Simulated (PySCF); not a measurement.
PySCF 2.14.0, R2SCAN/def2-svpd, df: B(CCH)2(Cl) (C#CB(Cl)C#C), 8 atoms. The geometry is a generated start, not checked to be a minimum at this level.

```
Quantity                      Result
-------------------  ---------------
task                          energy
method                        r2scan
basis                      def2-svpd
two-electron scheme  density fitting
mol.max_memory               3000 MB
mf.max_cycle                     100
mf.conv_tol          1e-09 (default)
mf.grids.level           3 (default)
basis functions                  143
grid points                   109016
```

```xyz
8

B     -0.1664     0.3363    -0.6809
C      1.2732     0.0877    -0.2925
C      2.4218    -0.1227     0.0030
H      3.4263    -0.2958     0.2641
C     -1.2886    -0.0606     0.2502
C     -2.1828    -0.3656     0.9976
H     -2.9579    -0.6518     1.6486
Cl    -0.5256     1.0725    -2.1900
```

With the defaults (mf.DIIS = CDIIS, mf.diis = true, mf.diis_damp = 0, mf.diis_space = 8, mf.init_guess = minao, mf.level_shift = 0, mf.damp = 0, mf.diis_start_cycle = 1) it converges in 13 Fock builds. One run each on 2 threads, 1 BLAS thread, with these changes:
- mf.diis_damp = 0.3
- mf.level_shift = 0.3 Hartree
- mf.init_guess = atom
- mf.DIIS = EDIIS
- mf.diis_space = 5
- mf.damp = 0.3, mf.diis_start_cycle = 4
- mf.diis_space = 20
- mf.diis = false
- mf.DIIS = ADIIS

Problem. Name the settings that don't reach the solution of the defaults.

Solution. No convergence: mf.DIIS = EDIIS; mf.diis = false (the run ends without SCF convergence in 100 cycles). The rest reach the solution of the defaults.

| setting | Fock builds | end |
|---|---|---|
| mf.diis_damp = 0.3 | 12 | same solution |
| the defaults | 13 | same solution |
| mf.diis_space = 20 | 13 | same solution |
| mf.diis_space = 5 | 14 | same solution |
| mf.init_guess = atom | 14 | same solution |
| mf.level_shift = 0.3 Hartree | 14 | same solution |
| mf.damp = 0.3, mf.diis_start_cycle = 4 | 16 | same solution |
| mf.DIIS = ADIIS | 19 | same solution |
| mf.DIIS = EDIIS | 101 | no convergence |
| mf.diis = false | 101 | no convergence |
